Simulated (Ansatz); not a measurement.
Start from SnO2 in the rutile structure (space group P4_2/mnm, No. 136; a = 4.769 Å, c = 3.212 Å).

Method: Kohn–Sham DFT with the PBEsol functional, run in Ansatz (an electronic-structure program) with PAW and 420 eV plane waves, spin-orbit coupling left out.

Before the change:

* **Width of the top valence band**: 1.24 eV
* **Pressure**: 0.00 GPa

Modification: every lattice vector is shortened by 1.80 %, atoms relaxed at fixed cell.

Problem. What happens to the width of the top valence band?

Solution. The width of the top valence band grows by 0.08 eV to 1.32 eV.

Problem. What happens to the pressure?

Solution. The pressure (mean of the normal stresses, compression positive) goes from zero to 12.19 GPa.

The levels and masses belong to the bands next to the band gap. The cells carry an imposed strain or load. No phonon test of stability was made.
